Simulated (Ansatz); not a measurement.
## Au under a change: biaxial strain +0.50 %, plane normal [001], relaxed out of plane

Consider Au in the fcc (Cu type) structure (space group Fm-3m, No. 225; a = 4.0477 Å; relaxed with 0.1 eV smearing). Axes: x, y, z lie along the cube axes.

Perturbation: biaxial strain +0.50 %, plane normal [001], relaxed out of plane (Cartesian); in-plane vectors clamped, the third vector and the atoms free.

The values are results of plane-wave PAW DFT at the LDA level (Ansatz, a first-principles code, 420 eV), no SOC, not measurements. Settings: 28×28×28 k-points, 0.1 eV Fermi–Dirac smearing.

Volume per atom: 16.60 Å³ (base 16.58 Å³)
Space group: I4/mmm (No. 139) (base Fm-3m (No. 225))
Shortest interatomic distance: 285.7 pm (base 286.2 pm)
Energy relative to the base (free energy F): +0.2 meV/atom
Pressure (mean of the normal stresses, compression positive): -0.3 GPa (base 0.0 GPa)
Band gap: zero (base zero)
Out-of-plane strain: -0.85 %
Mean in-plane stress (compression positive): -0.4 GPa

Cost of the whole job for the changed cell (relaxation, final SCF and bands): around 2.2 core-minutes (rough).

Whether these cells are dynamically stable was not tested.
